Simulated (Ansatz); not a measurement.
WO3 under a change: isotropic strain +1.72 %

Start from WO₃ (space group P4/nmm, No. 129; a = 5.3145 Å, c = 3.9332 Å).

The change: an isotropic linear strain of +1.72 %, atoms relaxed at fixed cell.

All numbers come from PBEsol (Ansatz, an electronic-structure program), spin-orbit coupling left out. Settings: 6×6×8 k-points, 0.05 eV Fermi–Dirac smearing.

| quantity | base | changed | shift |
|---|---|---|---|
| volume per atom | 13.89 Å³ | 14.62 Å³ | +0.73 Å³ |
| space group | P4/nmm (No. 129) | P4/nmm (No. 129) | – |
| energy relative to the base (free energy F) | 0 meV/atom | +20 meV/atom | +20 meV/atom |
| pressure (mean of the normal stresses, compression positive) | 0.00 GPa | -8.33 GPa | -8.33 GPa |
| band gap | 0.57 eV | 0.52 eV | -0.05 eV |
| gap character | indirect, Z → Γ | indirect, Z → Γ | – |
| smallest direct gap | 0.58 eV | 0.53 eV | -0.05 eV |
| mean gap deformation potential ΔEg/Δln V | – | -0.9 eV | – |
| width of the top valence band | 1.46 eV | 1.43 eV | -0.022 eV |
| largest internal atomic displacement | – | 0.051 Å | – |

Final structure:

```xyz
8
Lattice="5.4060 0.0000 0.0000 0.0000 5.4060 0.0000 0.0000 0.0000 4.0008" Properties=species:S:1:pos:R:3 pbc="T T T"
W      2.7030     0.0000     3.7621
W      0.0000     2.7030     0.2388
O      2.7030     0.0000     2.0093
O      0.0000     2.7030     1.9916
O      1.3515     1.3515     0.0000
O      1.3515     4.0545     0.0000
O      4.0545     4.0545     0.0000
O      4.0545     1.3515     0.0000
```

With W present, leaving out spin-orbit coupling can change the band edges. Whether these cells are dynamically stable was not tested.
